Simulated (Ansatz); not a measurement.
This Ansatz (a quantum-chemistry and plane-wave program) input is the reference run, Al₂O₃ in the corundum structure (space group R-3c, No. 167), computed with DFT with PBE, PAW potentials and a 420 eV plane-wave cutoff in Ansatz, no SOC, earlier PAW set:

Ansatz 0.2 input:
```yaml
crystal:
  lattice:
    - [2.4039891941, 1.3879438084, 4.373867641]
    - [-2.4039891941, 1.3879438084, 4.373867641]
    - [0, -2.7758876167, 4.373867641]
  atoms:
    - { symbol: Al, position: [0.3521265198, 0.3521265198, 0.3521265198] }
    - { symbol: Al, position: [0.1478734802, 0.1478734802, 0.1478734802] }
    - { symbol: Al, position: [0.6478734802, 0.6478734802, 0.6478734802] }
    - { symbol: Al, position: [0.8521265198, 0.8521265198, 0.8521265198] }
    - { symbol: O, position: [0.556156923, 0.943843077, 0.25] }
    - { symbol: O, position: [0.25, 0.556156923, 0.943843077] }
    - { symbol: O, position: [0.943843077, 0.25, 0.556156923] }
    - { symbol: O, position: [0.443843077, 0.056156923, 0.75] }
    - { symbol: O, position: [0.75, 0.443843077, 0.056156923] }
    - { symbol: O, position: [0.056156923, 0.75, 0.443843077] }
basis: { ecutwfc: 420, ecutrho_ratio: 4, xc_grid: 2, fft_grid_basis: typed }
kpoints: { mp_grid: { grid: [8, 8, 8] } }
hamiltonian:
  xc: pbe
  dispersion: none
  pseudopotentials: { azcp: { folder: ./paw }, kind: paw }
scf: { occupations: { method: fermi_dirac, width: 0.05 }, convergence: { dr2_threshold: 0.000000001 } }
output: { forces: true, stress: true }
```

Task: Write the input for this change: biaxial strain −4.45 %, plane normal [001], relaxed out of plane (Cartesian); in-plane vectors clamped, the third vector and the atoms free.

Result: 
Ansatz 0.2 input:
```yaml
crystal:
  lattice:
    - [4.59402335, 0, 0]
    - [2.297011675, 3.9785409266, 0]
    - [2.297011675, -1.3261803089, 4.471186196]
  atoms:
    - { symbol: Al, position: [0.2957469604, 0.3521265198, 0.0563795594] }
    - { symbol: Al, position: [0.7042530396, 0.1478734802, 0.4436204406] }
    - { symbol: Al, position: [0.7042530396, 0.6478734802, 0.9436204406] }
    - { symbol: Al, position: [0.2957469604, 0.8521265198, 0.5563795594] }
    - { symbol: O, position: [0.806156923, 0.943843077, 0.75] }
    - { symbol: O, position: [0.5, 0.556156923, 0.75] }
    - { symbol: O, position: [0.193843077, 0.25, 0.75] }
    - { symbol: O, position: [0.193843077, 0.056156923, 0.25] }
    - { symbol: O, position: [0.5, 0.443843077, 0.25] }
    - { symbol: O, position: [0.806156923, 0.75, 0.25] }
basis: { ecutwfc: 420, ecutrho_ratio: 4, xc_grid: 2, fft_grid_basis: typed }
kpoints: { mp_grid: { grid: [8, 8, 8] } }
hamiltonian:
  xc: pbe
  dispersion: none
  pseudopotentials: { azcp: { folder: ./paw }, kind: paw }
scf: { occupations: { method: fermi_dirac, width: 0.05 } }
relax: { f_tol: 0.005, max_steps: 50, cell: { stress_tol: 0.01, fix: [a, b, gamma] } }
output: { forces: true, stress: true }
checkpoint: { write: state.ck, write_every: 1000 }
```
This is the input that was run; other choices of cell and start would serve too.

Stability against distortions was not tested.
